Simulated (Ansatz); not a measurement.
Given:

```xyz
6
Lattice="-2.6138 4.4236 2.7252 2.6138 -4.4236 2.7252 2.6138 4.4236 -2.7252" Properties=species:S:1:pos:R:3 pbc="T T T"
S      1.4131     3.3103     2.7252
S      1.2007    -1.1133     2.7252
S      1.4131     5.5368     0.0000
S      1.2007     1.1133     0.0000
Si     0.0000     0.0000     4.0878
Si     0.0000     0.0000     1.3626
```

No spin polarisation.

Method: Ansatz (an electronic-structure program), PBE, PAW, cutoff 420 eV, scalar-relativistic without spin-orbit coupling. Settings: 8×8×8 k-points, 0.05 eV Fermi–Dirac smearing.

Predict the smallest direct gap, electron mass and gap character.

Smallest direct gap: 2.82 eV
Electron mass: 0.59 mₑ along a, 0.48 mₑ along b, 1.7 mₑ along c (at X)
Gap character: indirect, Σ₀–Γ (20 % along) → X

Load acts through the strain it causes; cell and atoms are relaxed under it. Effective masses come from finite differences of ±0.01 Å⁻¹. Stability against distortions was not tested. No other phases were tried under pressure. The cell was made from SiS$_{2}$ (space group Ibam, No. 72; made of chains) by this change: pressure 5 GPa. No dispersion term is included, though the crystal is made of layers, chains or molecules, so its spacings can come out too wide.
